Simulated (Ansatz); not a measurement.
**Ansatz (a program for electronic structure) run on CrB4 (Immm, 5 atoms in the cell): self-consistent single point**

Computed with LDA (PW92), default PAW files made with PBE (plane waves; Ansatz).

This input was run:

Ansatz 0.2 input:
```yaml
crystal:
  lattice:
    - [-1.42058000, 2.35917100, 2.72173000]
    - [1.42058000, -2.35917100, 2.72173000]
    - [1.42058000, 2.35917100, -2.72173000]
  atoms:
    - { symbol: Cr, position: [0.00000000, 0.00000000, 0.00000000] }
    - { symbol: B, position: [0.53800000, 0.34213000, 0.19587000] }
    - { symbol: B, position: [0.46200000, 0.65787000, 0.80413000] }
    - { symbol: B, position: [0.14626000, 0.34213000, 0.80413000] }
    - { symbol: B, position: [0.85374000, 0.65787000, 0.19587000] }
basis:
  ecutwfc: 420.0
kpoints:
  mp_grid:
    grid: [10, 10, 10]
hamiltonian:
  xc: lda
  pseudopotentials:
    kind: paw
scf:
  occupations:
    method: gaussian
    width: 0.1
output:
  forces: true
  eigenvalues: true
  stress: true
```

Output, abridged:

```
WARN ansatz: RAYON_NUM_THREADS=1 ignored (pool sized by the plan → 1); use --threads N
Pseudopotentials: kind: paw
Pseudopotential: Cr, paw, valence charge 14
Pseudopotential: B, paw, valence charge 3
Crystal: 5 atoms, lattice volume = 36.486 Å³
Basis set: ecut = 420 eV, 731 PW (Γ)
Bands: 18, of which v1, the nominal top of the filled ones, is band 13 counted from 1 (12 counted from 0)
Symmetry: 8 space group operations
Space group: Immm (ITA 71), of the structure as read, at distance tolerance 3.3e-5 Å
k-points: 171 of 1000
PAW frozen core: Cr, regenerated for the run's functional, and the local potential with it
PAW frozen core: B, regenerated for the run's functional, and the local potential with it
Initial density: superposition of atomic densities (neutral atoms: chi_scale 0, normalization atom), corrected by the library's trained network
Initial wavefunctions: pseudopotential atomic-orbital guess
Eigensolver: davidson
Functional: x = slater, c = lda
SCF iter   1: F=—  HF=-3923.921309 eV  |F-HF|=—  |Δ(HF+E_count)|=         —  Δρ=2.08e-2  dr2=2.16e-1  ethr=1.77e-3  ⟨swp⟩=6.0  Hψ=14953  notcnv=0
all-band conjugate gradients solve this SCF's bands
preconditioner: auto → Kerker (q_TF=auto, 2.578 Å⁻¹)
SCF iter   2: F=—  HF=-3923.900695 eV  |F-HF|=—  |Δ(HF+E_count)|=   2.06e-2  Δρ=1.03e-2  dr2=5.94e-2  ethr=8.30e-4  ⟨swp⟩=1.7  Hψ=4573  notcnv=0  defer=9
SCF iter   3: F=—  HF=-3923.892359 eV  |F-HF|=—  |Δ(HF+E_count)|=   8.34e-3  Δρ=1.59e-3  dr2=1.62e-3  ethr=2.29e-4  ⟨swp⟩=1.2  Hψ=2970  notcnv=0  defer=9
SCF iter   4: F=—  HF=-3923.892205 eV  |F-HF|=—  |Δ(HF+E_count)|=   1.54e-4  Δρ=3.79e-4  dr2=3.59e-5  ethr=6.22e-6  ⟨swp⟩=2.2  Hψ=3709  notcnv=0  defer=9
SCF iter   5: F=—  HF=-3923.892204 eV  |F-HF|=—  |Δ(HF+E_count)|=   1.06e-6  Δρ=7.07e-5  dr2=1.91e-6  ethr=1.38e-7  ⟨swp⟩=2.4  Hψ=4182  notcnv=0  defer=9
SCF iter   6: F=—  HF=-3923.892204 eV  |F-HF|=—  |Δ(HF+E_count)|=   2.99e-7  Δρ=1.83e-5  dr2=1.09e-7  ethr=7.34e-9  ⟨swp⟩=2.3  Hψ=4711  notcnv=0  defer=9
SCF iter   7: F=-3923.892204 eV  HF=-3923.892204 eV  |F-HF|=3.74e-9  |Δ(HF+E_count)|=   1.35e-8  Δρ=4.00e-6  dr2=7.09e-9  ethr=3.85e-10  ⟨swp⟩=7.5  Hψ=11803  notcnv=0
SCF 1 converged in 7 iterations: F = -3923.892204 eV  dr2 = 7.09e-9
SCF converged after 7 iterations
Free energy (F): -3923.892204 eV
Harris-Foulkes:  -3923.892204 eV  (|F-HF|=3.74e-9)
Internal energy: -3923.889774 eV  (E = F + TS)
E sigma→0 (E₀):  -3923.890989 eV
Entropy (-TS):   -0.002430 eV (-0.486 meV/atom)
Fermi energy:    13.736699 eV
--- Per-component energies (eV) ---
  E_band       = -140.275593
  E_kinetic    = 546.171400
  E_local      = -1791.982427  (includes V_loc(G=0)·N_el)
  E_nonlocal   = 130.953760
  E_hartree    = 781.662464
  E_xc         = -270.499555
  E_vxc        = -335.222407  (∫ρ·V_xc dr)
  E_paw        = -1431.764184  (= ΣΔE_a)
  E_vpaw       = -253.524389  (= ΣTr[D̂ρ^β])
  E_aug_tail   = 0.000323  (compensation charges beyond the density's cutoff)
  E_ewald      = -1888.980018
  E_core_change = 0.548462  (= ΣΔE_core)
  E_smearing   = -0.002430  (= −TS)
  E_closure    = -0.000000  (closes the sum)
  Σ components = -3923.892204   (vs F -3923.892204, Δ=0.00e0)
--- Forces (eV/Å), atoms counted from 1 ---
  atom   1  Cr    -0.00000000     0.00000000     0.00000000
  atom   2  B     -0.00000000     0.03853923    -0.01360467
  atom   3  B      0.00000000    -0.03853923     0.01360467
  atom   4  B      0.00000000    -0.03853923    -0.01360467
  atom   5  B     -0.00000000     0.03853923     0.01360467
  max |Σ_I F_I| component: 2.78e-17 eV/Å
--- Stress (GPa, compression-positive) ---
       -7.872849       0.000000       0.000000
        0.000000      -7.289269      -0.000000
        0.000000      -0.000000      -5.464967
  P = ⅓ Tr σ = -6.8757 GPa (-68.757 kbar)
  The stress holds the Pulay correction. Without it, at fixed plane waves, as pw.x and ABINIT print it: P = -7.1883 GPa
--- Band table (eV; the first three rows and the last of 171) ---
  k-point 0: bands = ["-57.2091", "-28.9565", "-28.9493", "-28.9344", "-0.7794", "5.6536", "7.9024", "8.6430", "8.7513", "9.3540", "11.0151", "11.2784", "12.9614", "17.0622", "17.7678", "18.1410", "18.2005", "18.6913"]
  k-point 1: bands = ["-57.2072", "-28.9547", "-28.9535", "-28.9479", "-0.5686", "5.6159", "7.4669", "8.8590", "8.9274", "9.7634", "10.8524", "10.9141", "12.7173", "16.6493", "17.2568", "17.4957", "17.6771", "19.1803"]
  k-point 2: bands = ["-57.2023", "-29.0039", "-28.9493", "-28.9442", "0.0491", "5.5876", "6.8100", "9.0782", "9.6559", "10.0178", "10.0180", "10.4041", "12.3521", "15.6975", "16.3316", "17.0964", "17.4392", "19.4083"]
  k-point 170: bands = ["-57.2083", "-28.9657", "-28.9642", "-28.9382", "2.7930", "3.0871", "4.4114", "5.5265", "11.4113", "11.4179", "11.8961", "12.9939", "13.7859", "13.7898", "14.4866", "16.4729", "16.8793", "22.1884"]
```

The run converged in 7 iterations.

The starting cell comes from a database of computed structures (which also holds hypothetical and non-ambient phases and stackings), without a prior relaxation at this level. Its lattice was rescaled by up to half a per cent. Spin polarisation is off. With a pressure of about -7 GPa the cell is away from its equilibrium volume at this level. Ansatz's pressure includes its estimate of the finite-basis (Pulay) stress.
